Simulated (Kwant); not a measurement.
Model system: circular cavity between two wires in a InSb two-dimensional gas. Effective mass 0.014 mₑ, grid spacing 12 nm, hard walls, nominal width 150 nm (13 grid rows, so walls 168 nm apart), one parabolic valley, scattering region 950 nm long along x; energies count from the band bottom; Fermi energy swept from 0.000955 to 0.014325 eV. Cavity of radius 200 nm, straight part 0 nm, centre moved sideways by 80 nm.

Constants are typed, rounded textbook-type inputs, not results; the design itself was drawn at random and stands for no fabricated device.

Computed with Kwant: effective-mass tight-binding model on a square grid, one spin, coherent transport at 0 K. Conductance is in e²/h.

Q: How many channels do the leads carry at E = 11.0, 11.9, 12.3 meV?

A: The hard-wall thresholds are n² ħ²π²/(2mW²) = n² × 0.952 meV with W = 168 nm. √(11.0/0.952) = 3.39, so 3. √(11.9/0.952) = 3.53, so 3. √(12.3/0.952) = 3.60, so 3.
